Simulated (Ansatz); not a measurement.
This Ansatz (a quantum-chemistry and plane-wave program) input is the reference run, TiC in the rock salt structure (space group Fm-3m, No. 225; relaxed with 0.1 eV smearing), computed with Ansatz PBEsol, scalar-relativistic without spin-orbit coupling:

Ansatz 0.2 input:
```yaml
crystal:
  lattice:
    - [0, 2.1466585678, 2.1466585678]
    - [2.1466585678, 0, 2.1466585678]
    - [2.1466585678, 2.1466585678, 0]
  atoms:
    - { symbol: Ti, position: [0, 0, 0] }
    - { symbol: C, position: [0.5, 0.5, 0.5] }
basis: { ecutwfc: 420, ecutrho_ratio: 4, xc_grid: 2, fft_grid_basis: typed }
kpoints: { mp_grid: { grid: [23, 23, 23] } }
hamiltonian:
  xc: pbesol
  dispersion: none
  pseudopotentials: { kind: paw }
scf: { occupations: { method: fermi_dirac, width: 0.1 } }
relax: { f_tol: 0.005, max_steps: 30, cell: { stress_tol: 0.01 } }
output: { forces: true, stress: true }
checkpoint: { write: state.ck, write_every: 1000 }
```

Question: Write the input for this change: compressive biaxial strain of 0.50 % in the plane normal to [001], as in epitaxy on a mismatched substrate; the out-of-plane cell vector and the atoms relax.

Answer: 
Ansatz 0.2 input:
```yaml
crystal:
  lattice:
    - [3.0206885234, 0, 0]
    - [0, 3.0206885234, 0]
    - [1.5103442617, -1.5103442617, 2.1520494594]
  atoms:
    - { symbol: Ti, position: [0, 0, 0] }
    - { symbol: C, position: [0.5, 0.5, 0] }
basis: { ecutwfc: 420, ecutrho_ratio: 4, xc_grid: 2, fft_grid_basis: typed }
kpoints: { mp_grid: { grid: [23, 23, 23] } }
hamiltonian:
  xc: pbesol
  dispersion: none
  pseudopotentials: { kind: paw }
scf: { occupations: { method: fermi_dirac, width: 0.1 } }
relax: { f_tol: 0.005, max_steps: 50, cell: { stress_tol: 0.01, fix: [a, b, gamma] } }
output: { forces: true, stress: true }
checkpoint: { write: state.ck, write_every: 1000 }
```
This is the input that was run; other choices of cell and start would serve too.

Whether these cells are dynamically stable was not tested. The final runs are not spin-polarised.
